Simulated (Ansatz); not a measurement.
Structures of equal composition on the (100) surface of fcc Cu: a layer of Pd in place of the second plane; a layer of Pd in place of the third plane. The slabs share one bottom face, and each structure is named by its start. These are constructed structures in small cells; real faces may alloy, dewet or reconstruct in larger ones, and not all known structures of the face are among them. Slabs of about 9 Å with all that they carry, Fermi-Dirac smearing of 0.1 eV. Bottom of the slabs: a bare face, its two planes held. Relaxed from the named starts with such symmetry as they have, on meshes of like density; energies extrapolated to zero smearing; no spin-orbit coupling, no U. Spin-polarised runs, if any, are marked in brackets, and their order is one that fits the cell; the others ran without spin.

These are PBE (plane waves to 420 eV, PAW; Ansatz, an electronic-structure program) values and carry that method's errors.

### Question
Put the candidates in order of energy per 1x1 cell, lowest first, for PBE.

### Answer
a layer of Pd in place of the third plane (0.000 eV), a layer of Pd in place of the second plane (0.044 eV)
